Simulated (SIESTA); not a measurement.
A working SIESTA input for NiAl (Pm-3m, 2 atoms in the cell) (DFT, LDA PW92, numerical atomic orbitals DZP, PseudoDojo LDA standard norm-conserving potentials (rewritten from UPF to PSML)):

```
# files in the folder: Al.psml Ni.psml (PseudoDojo LDA standard)
SystemName  NiAl
SystemLabel siesta

NumberOfAtoms                2
NumberOfSpecies              2
%block ChemicalSpeciesLabel
  1 13 Al
  2 28 Ni
%endblock ChemicalSpeciesLabel
LatticeConstant              1.0 Ang
%block LatticeVectors
     2.835668000    0.000000000    0.000000000
     0.000000000    2.835668000    0.000000000
     0.000000000    0.000000000    2.835668000
%endblock LatticeVectors
AtomicCoordinatesFormat      Ang
%block AtomicCoordinatesAndAtomicSpecies
     1.417834000    1.417834000    1.417834000  1
     0.000000000    0.000000000    0.000000000  2
%endblock AtomicCoordinatesAndAtomicSpecies

XC.functional                LDA
XC.authors                   PW92
PAO.BasisSize                DZP
PAO.EnergyShift              0.005 Ry
MeshCutoff                   400 Ry
%block kgrid.MonkhorstPack
   15   0   0  0.0
    0  15   0  0.0
    0   0  15  0.0
%endblock kgrid.MonkhorstPack
OccupationFunction           FD
ElectronicTemperature        580.23 K

MaxSCFIterations             150
SCF.Mixer.Method             Pulay
SCF.Mixer.Weight             0.2
SCF.Mixer.History            6
SCF.DM.Tolerance             1.0E-04
Diag.ParallelOverK           true
WriteForces                  true
```

The run converged in 9 iterations: free energy E − TS -4627.4879 eV; Fermi level (on the code's own zero) -5.96 eV; pressure -2.61 GPa. Each of these slips is then made, one at a time:

(1)
```diff
-  1 13 Al
+  1 14 Al
```

(2)
```diff
-# files in the folder: Al.psml Ni.psml (PseudoDojo LDA standard)
+# files in the folder: Al.psml Ni.psml (PseudoDojo PBE standard)
```

(3)
```diff
+Spin                         spin-orbit
+%block DM.InitSpin
+  1 0.00 0.00 0.00
+  2 0.00 0.00 0.00
+%endblock DM.InitSpin
```

Task: Predict the outcome of each change.

Result: 
(1) An atomic number that does not match the species' potential. The program stopped before any SCF iteration.

(2) Potentials made for another functional. The run converged in 9 iterations without an error; against the sound input the pressure goes from -2.61 to 0.71 GPa. The full log also holds: “xc_check: WARNING: Pseudopotential generated with GGA PBE functional”.

(3) Spin-orbit coupling with scalar-relativistic potentials. The program stopped before any SCF iteration.

The starting cell has typed, rounded lattice constants, without a prior relaxation at this level. Its lattice was rescaled by a random factor within 2.5 % of one. Spin polarisation is off. Values carry the incompleteness of an atom-centred basis.

Left out of this page: 4 runs of the series outside the window shown, repeating another row's setting, or not comparable.
